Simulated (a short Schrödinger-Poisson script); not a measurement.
## Symmetric double-gate stack, SiO2 on p-type Ge(100)

Structure: symmetric double-gate stack, SiO2 on p-type Ge(100), at 77 K.

```csv
layer,material,thickness (nm),Na (cm⁻³)
1,SiO2,2.5,-
2,Ge,6,2e17
3,SiO2,2.5,-
```

The device is made up for the run: typed textbook-type constants, with dimensions and the other settings drawn at random. SiO2: permittivity 3.9, conduction-band edge (eV) 3.1, gap (eV) 9, electron mass (mₑ) 0.5. Ge: permittivity 16, conduction-band edge (eV) 0, gap (eV) 0.664, Nv at 300 K (cm⁻³) 6e18.

Channel valleys (confinement mass, in-plane density-of-states mass, number): L4 0.12, 0.295, 4. At the gates, both at one voltage, the conduction-band edge of layer 1 lies 3.36 eV − eVg above the Fermi level of the channel. Gaps are held at their typed values at every temperature. Mesh 0.03 nm at interfaces.

From a short Schrödinger-Poisson script (our own, NumPy): 1D Poisson equation in equilibrium, electrons quantum, Hartree (BenDaniel-Duke, 12 states a valley, the channel's in-plane mass for all, wave functions free to enter the dielectric), parabolic valleys, classical holes, full ionisation, no traps, pinning or gate leakage.

```csv
Vg (V),electrons (cm⁻²),C (μF/cm²),L4 E0 (meV),L4 E1 (meV)
0.3,3.83e10,0.692,29.5,210.2
0.4,1.18e12,2.19,5.5,183.4
0.5,2.59e12,2.29,-1.2,173.3
0.6,4.02e12,2.32,-5.9,165.2
0.7,5.48e12,2.34,-9.7,158.0
0.8,6.94e12,2.35,-13.2,151.1
0.9,8.41e12,2.35,-16.5,144.6
1,9.88e12,2.36,-19.7,138.2
1.1,1.14e13,2.36,-22.8,131.9
1.2,1.28e13,2.37,-25.9,125.7
1.3,1.43e13,2.37,-28.9,119.6
1.4,1.58e13,2.38,-32.0,113.6
1.5,1.73e13,2.38,-35.0,107.7
1.6,1.88e13,2.39,-38.1,101.9
1.7,2.03e13,2.39,-41.1,96.1
```

Gate voltages with under 1e6 electrons/cm² are left out.

Subbands count from the Fermi level. The capacitance is that of both gates.

Only the L valleys are kept; under strong confinement the Δ valleys of Ge fill too.
